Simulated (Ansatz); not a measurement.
The starting structures come from a database of crystals and need not be the phases stable at ambient conditions.

Inside the gap of an insulator the Bloch states are evanescent, with a wavenumber k + iκ along the transport direction.

```yaml
crystal:
  lattice:
    - [4.59303, 0.00000, 0.00000]
    - [0.00000, 4.59303, 0.00000]
    - [0.00000, 0.00000, 8.97414]
  atoms:
    - { symbol: Li, position: [0.00000, 0.00000, 0.33646] }
    - { symbol: Li, position: [0.00000, 0.00000, 0.66354] }
    - { symbol: Li, position: [0.50000, 0.50000, 0.83646] }
    - { symbol: Li, position: [0.50000, 0.50000, 0.16354] }
    - { symbol: Pd, position: [0.50000, 0.50000, 0.50000] }
    - { symbol: Pd, position: [0.00000, 0.00000, 0.00000] }
    - { symbol: F, position: [0.69453, 0.30547, 0.66149] }
    - { symbol: F, position: [0.30547, 0.69453, 0.33851] }
    - { symbol: F, position: [0.19453, 0.19453, 0.16149] }
    - { symbol: F, position: [0.80547, 0.80547, 0.83851] }
    - { symbol: F, position: [0.30547, 0.69453, 0.66149] }
    - { symbol: F, position: [0.69453, 0.30547, 0.33851] }
    - { symbol: F, position: [0.80547, 0.80547, 0.16149] }
    - { symbol: F, position: [0.19453, 0.19453, 0.83851] }
    - { symbol: F, position: [0.29559, 0.70441, 0.00000] }
    - { symbol: F, position: [0.70441, 0.29559, 0.00000] }
    - { symbol: F, position: [0.79559, 0.79559, 0.50000] }
    - { symbol: F, position: [0.20441, 0.20441, 0.50000] }
```

Space group of this cell: P4_2/mnm. The cell is taken as given.

Transport runs along the normal of the first two printed cell vectors, the (001) plane of the conventional cell.

No gap correction and no spin-orbit coupling; mid-gap values are interpolated between computed energies.

Question: Give the band gap and the smallest decay constant κ at mid-gap that Ansatz (an electronic-structure program) with r2SCAN yields.

Answer: Gap 2.46 eV on a 8×8×4 mesh; κ = 0.564 1/Å, at the zone centre.
